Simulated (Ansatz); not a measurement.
Consider NaCuI$_{3}$ in the cubic perovskite structure (space group Pm-3m, No. 221; a = 5.4255 Å; a hypothetical phase, not in the database extracts checked). Axes: x, y, z lie along the cube axes.

The values are results of PBEsol, PAW, 420 eV (Ansatz, a first-principles code; no spin-orbit coupling), not measurements.

Strains are applied to the cell and any free atomic positions relax; under biaxial strain the out-of-plane vector relaxes too.

One change was made to it. Results:

The pressure (mean of the normal stresses, compression positive) goes from zero to 1.0 GPa; the energy increases by 10 meV/atom; the volume per atom falls by 0.87 Å³ to 31.07 Å³.

### Question
Which of these changes matches the shifts?
A) biaxial strain −3.64 %, plane normal [111], relaxed out of plane
B) biaxial strain −2.92 %, plane normal [001], relaxed out of plane
C) biaxial strain −4.33 %, plane normal [111], relaxed out of plane
D) uniaxial strain ε_xx = +2.73 %

### Answer
A, biaxial strain −3.64 %, plane normal [111], relaxed out of plane. For comparison, the energy relative to the base in the other runs: uniaxial strain ε_xx = +2.73 % gives +3.0 meV/atom; biaxial strain −4.33 %, plane normal [111], relaxed out of plane gives +15 meV/atom; biaxial strain −2.92 %, plane normal [001], relaxed out of plane gives +8.0 meV/atom.

Without a gap, meshes like the base's 9×9×9 leave anisotropic stresses uncertain by several tenths of a GPa, and small strain energies with them. Stability against distortions was not tested. The final runs are not spin-polarised. An odd electron count without spin: NaCuI3. Many cubic perovskites are stable only at high temperature; tilts and polar distortions were not tested.
